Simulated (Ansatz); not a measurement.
**Response to strain in AlN**

Consider AlN in the zinc blende structure (space group F-43m, No. 216; a = 4.370 Å). Axes: x, y, z lie along the cube axes.

Strains are applied to the cell and any free atomic positions relax; under biaxial strain the out-of-plane vector relaxes too.

Level of theory: r2SCAN, PAW, 500 eV (Ansatz, an electronic-structure program; no SOC).

Notes on the quantities. pressure: mean of the normal stresses, compression positive.

| variant | out-of-plane strain | band gap | smallest direct gap | pressure |
|---|---|---|---|---|
| base | – | 3.94 eV | 4.84 eV | 0.01 GPa |
| biaxial strain −2.50 %, plane normal [111], relaxed out of plane | +0.86 % | 3.84 eV | 5.08 eV | 9.62 GPa |
| biaxial strain −2.08 %, plane normal [111], relaxed out of plane | +0.71 % | 3.86 eV | 5.05 eV | 7.87 GPa |
| biaxial strain −1.67 %, plane normal [111], relaxed out of plane | +0.57 % | 3.88 eV | 5.02 eV | 6.23 GPa |
| biaxial strain −1.25 %, plane normal [111], relaxed out of plane | +0.43 % | 3.90 eV | 4.98 eV | 4.59 GPa |
| biaxial strain −0.83 %, plane normal [111], relaxed out of plane | +0.28 % | 3.92 eV | 4.93 eV | 3.00 GPa |
| biaxial strain −0.42 %, plane normal [111], relaxed out of plane | +0.14 % | 3.93 eV | 4.89 eV | 1.50 GPa |

Whether these cells are dynamically stable was not tested. This is not the structure that AlN has at room temperature and ambient pressure.
